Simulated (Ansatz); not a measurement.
Density of states of BeSe (F-43m) below the valence band maximum, PBEsol with spin-orbit coupling, rigid bands run with Ansatz (an electronic-structure program); cell volume 33.7 Å³.

(energy from edge (eV), 10⁻³ states/eV/cell): (0.006, 14.1); (0.031, 34.9); (0.056, 50.3); (0.081, 65.2); (0.106, 80.6); (0.131, 96.6); (0.156, 114); (0.181, 131); (0.206, 148); (0.231, 166); (0.256, 184); (0.281, 202); (0.319, 229); (0.344, 247); (0.369, 265); (0.394, 283); (0.419, 300); (0.444, 319); (0.469, 344); (0.494, 364); (0.519, 383); (0.544, 402); (0.569, 420); (0.594, 440)

Problem. What effective density of states at 300 K does this give (∫ g(E) exp(−E/k_BT) dE, both spins, divided by the cell's size)?

Solution. 2.2e19 cm⁻³, a density-of-states mass of 0.93 mₑ, valleys and band degeneracy included.

Geometry: cell and atoms relaxed with PBEsol.
